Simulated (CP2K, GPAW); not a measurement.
A CP2K input for a self-consistent single point of CaF2 (Fm-3m, 3 atoms in the cell) (DFT PBE, GPW, DZVP-MOLOPT-SR-GTH basis, GTH-PBE potentials (GTH_POTENTIALS)):

```
&GLOBAL
  PROJECT scf
  RUN_TYPE ENERGY_FORCE
  PRINT_LEVEL LOW
&END GLOBAL
&FORCE_EVAL
  METHOD Quickstep
  STRESS_TENSOR ANALYTICAL
  &DFT
    BASIS_SET_FILE_NAME BASIS_MOLOPT
    POTENTIAL_FILE_NAME GTH_POTENTIALS
    &QS
      METHOD GPW
      EPS_DEFAULT 1E-10
    &END QS
    &MGRID
      CUTOFF 550
      REL_CUTOFF 60
      NGRIDS 5
    &END MGRID
    &SCF
      SCF_GUESS ATOMIC
      EPS_SCF 1E-7
      MAX_SCF 100
      ADDED_MOS 5
      &DIAGONALIZATION
        ALGORITHM STANDARD
      &END DIAGONALIZATION
      &MIXING
        METHOD BROYDEN_MIXING
        ALPHA 0.4
        NBUFFER 12
        BETA 1
      &END MIXING
      &SMEAR ON
        METHOD FERMI_DIRAC
        ELECTRONIC_TEMPERATURE [K] 116.05
      &END SMEAR
    &END SCF
    &KPOINTS
      SCHEME MONKHORST-PACK 8 8 8
      GAMMA_CENTERED T
    &END KPOINTS
    &XC
      &XC_FUNCTIONAL PBE
      &END XC_FUNCTIONAL
    &END XC
    &PRINT
      &MO
        EIGENVALUES T
        OCCUPATION_NUMBERS T
        NDIGITS 8
        FILENAME mo
        &EACH
          QS_SCF 0
        &END EACH
        ADD_LAST NUMERIC
      &END MO
      &MULLIKEN OFF
      &END MULLIKEN
    &END PRINT
  &END DFT
  &SUBSYS
    &CELL
      A 3.91060700 0.00000000 0.00000000
      B 1.95530400 3.38668500 0.00000000
      C 1.95530400 1.12889500 3.19299800
      PERIODIC XYZ
    &END CELL
    &COORD
      SCALED
      Ca       0.00000000     0.00000000     0.00000000
      F        0.25000000     0.25000000     0.25000000
      F        0.75000000     0.75000000     0.75000000
    &END COORD
    &KIND Ca
      BASIS_SET DZVP-MOLOPT-SR-GTH-q10
      POTENTIAL GTH-PBE-q10
    &END KIND
    &KIND F
      BASIS_SET DZVP-MOLOPT-SR-GTH-q7
      POTENTIAL GTH-PBE-q7
    &END KIND
  &END SUBSYS
  &PRINT
    &FORCES ON
    &END FORCES
    &STRESS_TENSOR ON
    &END STRESS_TENSOR
  &END PRINT
&END FORCE_EVAL
```

Q: Give the GPAW input for the same structure, mesh, smearing and functional.

A: This is the input that was run; spellings and numerical settings could be chosen otherwise.

```python
from ase import Atoms
from ase.units import GPa
from gpaw import GPAW

atoms = Atoms(['Ca', 'F', 'F'],
              cell=[[0.000000, 2.765217, 2.765217],
                    [2.765217, 0.000000, 2.765217],
                    [2.765217, 2.765217, 0.000000]],
              scaled_positions=[[0.000000, 0.000000, 0.000000],
                                [0.250000, 0.250000, 0.250000],
                                [0.750000, 0.750000, 0.750000]],
              pbc=True)

calc = GPAW(mode={'name': 'pw', 'ecut': 900},
            xc='PBE',
            kpts={'size': (8, 8, 8), 'gamma': True},
            occupations={'name': 'fermi-dirac', 'width': 0.01},
            nbands=-4,
            convergence={'forces': 0.001, 'bands': -2},
            symmetry={'symmorphic': False, 'tolerance': 0.0005},
            maxiter=120)

atoms.calc = calc

energy = atoms.get_potential_energy()
print('Energy (eV):', round(energy, 6))
forces = atoms.get_forces()
print('Forces (eV/Ang):')
print(forces.round(5))
stress = atoms.get_stress()
print('Stress (GPa, Voigt):', (stress / GPa).round(4))
```

Basis, cutoffs, solver keys and any potentials are the target program's own. This input uses DFT PBE, plane waves, GPAW PAW datasets PBE (gpaw-data 1.0.1). Both were run: gap on the mesh 7.086 eV in CP2K and 7.065 in GPAW.

On GPAW: the starting cell has typed, rounded lattice constants, without a prior relaxation at this level. Its lattice was rescaled by a random factor within 2.5 % of one.

On CP2K: the starting cell has typed, rounded lattice constants, without a prior relaxation at this level. Its lattice was rescaled by a random factor within 2.5 % of one. Values carry the incompleteness of an atom-centred basis.
